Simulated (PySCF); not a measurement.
PySCF 2.14.0, BP86/def2-svp, df: bromine (BrBr), 2 atoms. The geometry is a generated start, not checked to be a minimum at this level.

```yaml
task: energy
method: bp86
basis: def2-svp
two_electron_scheme: density fitting
mol.max_memory: 3000 MB
mf.max_cycle: 100
mf.conv_tol: 1e-09 (default)
mf.grids.level: 3 (default)
basis_functions: 64
grid_points: 40848
```

```xyz
2

Br     1.1424    -0.0176     0.0092
Br    -1.1424     0.0176    -0.0092
```

With the defaults (mf.diis = true, mf.level_shift = 0, mf.damp = 0, mf.diis_start_cycle = 1, mf.init_guess = minao, mf.diis_space = 8, mf.DIIS = CDIIS) it converges in 9 Fock builds. One run each on 2 threads, 1 BLAS thread, with these changes:
- mf.diis = false
- mf.level_shift = 0.1 Hartree
- mf.damp = 0.3, mf.diis_start_cycle = 4
- mf.diis_space = 20
- mf.DIIS = EDIIS
- mf.init_guess = sap
- mf.damp = 0.7, mf.diis_start_cycle = 8
- mf.init_guess = huckel
- mf.level_shift = 1 Hartree

Question: Name the settings that don't reach the solution of the defaults.

Answer: No convergence: mf.diis = false (the run ends without SCF convergence in 100 cycles). The rest reach the solution of the defaults.

```tsv
setting	Fock builds	end
the defaults	9	same solution
mf.level_shift = 0.1 Hartree	9	same solution
mf.diis_space = 20	9	same solution
mf.init_guess = sap	10	same solution
mf.init_guess = huckel	10	same solution
mf.damp = 0.3, mf.diis_start_cycle = 4	10	same solution
mf.damp = 0.7, mf.diis_start_cycle = 8	14	same solution
mf.level_shift = 1 Hartree	24	same solution
mf.DIIS = EDIIS	43	same solution
mf.diis = false	101	no convergence
```
